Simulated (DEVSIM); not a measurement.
Ge p-i-n diode

Structure: Ge p-i-n diode, at 300 K.

| layer (left to right) | material | thickness (μm) | Nd (cm⁻³) | Na (cm⁻³) | τn (s) | τp (s) |
|---|---|---|---|---|---|---|
| 1 | Ge | 0.840 | - | 2e18 | 6.1e-5 | 6.1e-5 |
| 2 | Ge | 7.50 | 1e13 | - | 6.1e-5 | 6.1e-5 |
| 3 | Ge | 0.590 | 4.3e17 | - | 6.1e-5 | 6.1e-5 |

Left contact: ohmic. Right contact: ohmic. Voltage is applied to the left contact. Recombination: SRH at mid-gap. Mobility is μmin + (μ − μmin)/(1 + (N/Nref)^α).

The device is made up for the run: typed textbook-type constants, with dimensions and the other settings drawn at random. Values at 300 K.

```tsv
parameter	Ge
gap (eV)	0.664
affinity (eV)	4
permittivity	16
Nc (cm⁻³)	1.04e19
Nv (cm⁻³)	6e18
μn (cm²/Vs)	3900
μp (cm²/Vs)	1900
μn,min	150
μp,min	100
Nref,n	2.6e17
Nref,p	4e17
αn	0.56
αp	0.6
```

DEVSIM, 1D drift-diffusion, Boltzmann statistics, complete ionisation; no tunnelling, impact ionisation, image-force lowering or self-heating.

The potential step across the device at zero bias comes out as 0.553 V and the dark forward voltage at 1 A/cm² comes out as 0.244 V. The dark forward voltage at 100 A/cm² is 0.370 V.

Dark forward current:

(V (V), J (A/cm²)): (0.05, 0.00051); (0.10, 0.0039); (0.15, 0.027); (0.20, 0.19); (0.25, 1.3); (0.30, 8.2); (0.35, 51); (0.40, 280); (0.45, 1300); (0.50, 5000)

Small-signal capacitance in reverse bias (quasi-static):

```tsv
V (V)	C (nF/cm²)
-0.4	2.39
-1	2.06
-2	1.97
-3	1.94
-4	1.93
-6	1.91
-8	1.91
-10	1.90
-13	1.90
-16	1.89
-20	1.89
```
